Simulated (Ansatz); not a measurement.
**Carrier properties of GaN (P6_3mc)**

Given:

```
CELL_PARAMETERS angstrom
      3.21763     0.00000     0.00000
     -1.60881     2.78655     0.00000
      0.00000     0.00000     4.93677
ATOMIC_POSITIONS crystal
  Ga 0.33333 0.66667 0.99313
  Ga 0.66667 0.33333 0.49313
  N  0.33333 0.66667 0.38187
  N  0.66667 0.33333 0.88187
```

Method: PBE with spin-orbit coupling, rigid bands (plane waves, PAW; Ansatz, an electronic-structure program). Condition of this run: uniaxial stress along c of 16 GPa (compression positive) (the target of the relaxation). How the cell was made: cell and atoms relaxed with PBEsol, then loaded as said.

```
Item                                                                                                                                                               Value
---------------------------------------------------------------------------------------------------------------------------------------  -------------------------------
band gap                                                                                                                                                         1.98 eV
electron conductivity mass (300 K, dilute)                                                                                                                      0.197 mₑ
hole conductivity mass (300 K, dilute)                                                                                                   1.75 (x), 1.75 (y), 0.29 (z) mₑ
effective density of states N_c (300 K)                                                                                                                      2.1e18 cm⁻³
effective density of states N_v (300 K)                                                                                                                      2.3e19 cm⁻³
density-of-states mass, electrons                                                                                                                               0.192 mₑ
density-of-states mass, holes                                                                                                                                    0.94 mₑ
Seebeck coefficient, n-type 1e19 cm⁻³, 300 K                                                                                                                   -113 μV/K
best n-type power factor at 300 K for τ = 10 fs (best axis; densities from 1e16 to 1e21 cm⁻³ tried, whether or not they can be reached)     1.74 μW/(cm·K²) at 1e19 cm⁻³
Seebeck coefficient, p-type 1e19 cm⁻³, 300 K                                                                                                                    293 μV/K
best p-type power factor at 300 K for τ = 10 fs (best axis; densities from 1e16 to 1e21 cm⁻³ tried, whether or not they can be reached)      8.5 μW/(cm·K²) at 3e19 cm⁻³
```

Rigid bands; masses and Seebeck coefficients take one relaxation time τ for all states and one kind of carrier; polarons and phonon drag are left out. Geometry: cell and atoms relaxed with PBEsol.
